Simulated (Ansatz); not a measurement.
Results of LDA (plane waves, PAW; Ansatz, an electronic-structure program) for Mo2AlN (model structure, started from the MAX type, P6₃/mmc, No. 194, 8 atoms in the cell).

Settings: plane-wave cutoff 520 eV, 24×24×6 k mesh (along the axes of the cell as run), Fermi–Dirac smearing 0.05 eV, no spin polarisation, scalar-relativistic PAW data made under PBE.

Cell (relaxed at this level):

Space group P6₃/mmc (No. 194); a = b = 2.817 Å, c = 14.363 Å, α = β = 90.00°, γ = 120.00°

```json
[
 {"atom": "Al", "site": "2d", "symmetry": "-6m2", "x": "0.6667", "y": "0.3333", "z": "0.2500"},
 {"atom": "Mo", "site": "4f", "symmetry": "3m.", "x": "0.3333", "y": "0.6667", "z": "0.0953"},
 {"atom": "N", "site": "2a", "symmetry": "-3m.", "x": "0.0000", "y": "0.0000", "z": "0.0000"}
]
```

Q: What does this level give for the bulk modulus?

A: 
* **bulk modulus**: 246 GPa

Note: the run has no spin polarisation, so it can have missed a magnetic state; the bulk modulus is −V dP/dV from two relaxed cells at ±2 % in volume; the relaxation could raise the start's symmetry but not lower it, so the cell can be a saddle point.

The computed numbers hold no vibrational or temperature effects.

The result took around 12 core-minutes (rough).

A model structure was made by putting elements into a prototype or built by hand; it is no filed structure, need not be a known phase, and can be a saddle point held by its symmetry.
